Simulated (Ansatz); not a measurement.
Start from Cu in the fcc (Cu type) structure (space group Fm-3m, No. 225; a = 3.564 Å; relaxed with 0.1 eV smearing).

Level of theory: Ansatz (an electronic-structure program), PBEsol, PAW, cutoff 420 eV, without spin-orbit coupling.

Strains are applied to the cell and any free atomic positions relax.

One change was made to it. Results:

```csv
quantity,base,after
energy relative to the base (free energy F),0 meV/atom,+1.3 meV/atom
pressure,0.0 GPa,-2.4 GPa
```

Q: Which of these changes matches the shifts?
A) isotropic strain +1.00 %
B) isotropic strain −0.50 %
C) isotropic strain +0.50 %
D) isotropic strain +2.00 %

A: C, isotropic strain +0.50 %. For comparison, the pressure in the other runs: isotropic strain −0.50 % gives 2.6 GPa; isotropic strain +2.00 % gives -8.6 GPa; isotropic strain +1.00 % gives -4.7 GPa.

Whether these cells are dynamically stable was not tested. The final runs are not spin-polarised.
